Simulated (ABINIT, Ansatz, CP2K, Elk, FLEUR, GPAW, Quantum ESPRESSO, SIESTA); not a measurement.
Code comparison for La2O3 (P-3m1, 5 atoms in the cell)

Self-consistent single point.

```
La2O3
1.0
    1.92666    -3.33707     0.00000
    1.92666     3.33707     0.00000
    0.00000     0.00000     5.99514
La O
2 3
Direct
  0.33333   0.66667   0.24700
  0.66667   0.33333   0.75300
  0.00000   0.00000   0.00000
  0.33333   0.66667   0.64700
  0.66667   0.33333   0.35300
```

All programs got the same cell, k-point mesh and kind of occupations (in Ansatz's words: kpoints.mp_grid.grid = 7 7 4; scf.occupations.method = fermi_dirac; scf.occupations.width = 0.02 eV); potentials, basis and cutoffs are each program's usual ones.

```tsv
code	model	pressure (GPa)	largest force (eV/Å)	gap on the mesh (eV)	k-points	cutoff
CP2K	PBE, GPW, DZVP-MOLOPT-SR-GTH basis, GTH-PBE potentials (GTH_POTENTIALS)	13.52	0.687	3.927	99	grid 500 Ry
Elk	PBE, all-electron FP-LAPW, Elk's shipped species files, default APW+lo basis	–	–	4.057	28	default
Ansatz	PBE, default PAW files	10.86	0.630	3.925	28	420 eV
FLEUR	PBE, all-electron FLAPW (FLEUR), scalar-relativistic valence	–	0.663	3.969	28	Kmax 4.1 1/bohr
GPAW	PBE, GPAW PAW datasets PBE (gpaw-data 1.0.1)	–	0.661	3.935	28	900 eV
ABINIT	PBE, norm-conserving pseudopotentials (PseudoDojo nc-sr-05 PBE standard)	10.81	0.602	3.936	28	1497 eV
SIESTA	GGA PBE, numerical atomic orbitals DZP, PseudoDojo PBE standard norm-conserving potentials (rewritten from UPF to PSML)	15.07	0.871	3.878	102	grid 300 Ry
Quantum ESPRESSO	PBE, GBRV 1.5 ultrasoft (PBE) pseudopotentials	11.78	0.652	3.953	28	40 Ry
```

Size of the force on each atom (eV/Å): Sizes of forces hide their directions.

```tsv
code	La1	La2	O3	O4	O5
CP2K	0.687	0.687	0.000	0.213	0.213
Ansatz	0.630	0.630	0.000	0.147	0.147
FLEUR	0.663	0.663	0.000	0.132	0.132
GPAW	0.661	0.661	0.000	0.151	0.151
ABINIT	0.602	0.602	0.000	0.143	0.143
SIESTA	0.871	0.871	0.000	0.329	0.329
Quantum ESPRESSO	0.652	0.652	0.000	0.150	0.150
```

A dash marks a value that a program does not give, or that is left out as unsure.

Gaps are read on the mesh. Another mesh or the band path gives a smaller gap, so these values are not converged in the mesh.

The spread over the programs that give each value: pressure within 4.26 GPa; largest force within 0.269 eV/Å; gap on the mesh within 0.179 eV.

The starting cell has typed, rounded lattice constants, without a prior relaxation at this level. Its lattice was rescaled by a random factor within 2.5 % of one. On Ansatz's run: In the base run, with a pressure of about 11 GPa the cell is away from its equilibrium volume at this level. Another mesh or the band path of this cell gives a smaller gap, so this value is not converged in the mesh.

**Question.** Why do the programs differ, and what cannot be compared?

**Answer.** Differences of this kind can come from the potentials, where these differ, and from what each basis and cutoff leave unconverged. The zero of total energies and Fermi levels follows the potentials and each program's conventions, so they are not compared here. CP2K and SIESTA use small atom-centred bases, whose incompleteness enters pressures, forces and empty levels differently from a plane-wave cutoff. Elk and FLEUR treat all electrons, but the usual bases taken here (sphere radii, linearisation, local orbitals, empty states) were not tested for convergence, so the values are no reference for the others. Ansatz's pressure is given at a fixed set of plane waves, as the other plane-wave codes print theirs; with its correction for the finite basis it is 11.31 GPa (the shift of 0.45 GPa shows how far the cutoff is from converged). The pressure of GPAW is left out: its cutoff lies under the one at which its stress was checked. The programs reduce the same mesh by symmetry to different extents, which changes the work and not the result. In the pressure, CP2K (by 2.66) and SIESTA (by 4.21) lie more than 1 GPa from the median of the plane-wave programs. In the gap, Elk (by 0.122) lies more than 0.12 eV from the median of the plane-wave programs. In the force vectors, SIESTA (by 0.230) lies more than 0.08 eV/Å from the median of the plane-wave programs.

Ansatz is a program for electronic structure.

Keys are those of Ansatz 0.2.
